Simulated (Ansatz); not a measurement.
MgS (model structure, started from the BeO type, P4₂/mnm, No. 136, 8 atoms in the cell) was calculated with r²SCAN+rVV10 in Ansatz (plane waves, PAW).

Settings: plane-wave cutoff 560 eV, 6×6×10 k mesh (along the axes of the cell as run), Fermi–Dirac smearing 0.01 eV, scalar-relativistic PAW data made under PBE.

Cell (relaxed at this level):

```
CELL_PARAMETERS angstrom
      6.78946     0.00000     0.00000
      0.00000     6.78946     0.00000
      0.00000     0.00000     4.06714
ATOMIC_POSITIONS crystal
  Mg 0.32671 0.67329 0.00000
  Mg 0.67329 0.32671 0.00000
  Mg 0.82671 0.82671 0.50000
  Mg 0.17329 0.17329 0.50000
  S  0.31073 0.31073 0.00000
  S  0.68927 0.68927 0.00000
  S  0.18927 0.81073 0.50000
  S  0.81073 0.18927 0.50000
```

Question: Predict the band gap.

Answer: 
- band gap: 4.02 eV (on the SCF k mesh)

Note: the relaxation could raise the start's symmetry but not lower it, so the cell can be a saddle point.

The computed numbers hold no vibrational or temperature effects.

It cost around 5 core-minutes (rough) of CPU time.

A model structure was made by putting elements into a prototype or built by hand; it is no filed structure, need not be a known phase, and can be a saddle point held by its symmetry.

Ansatz is a first-principles code.
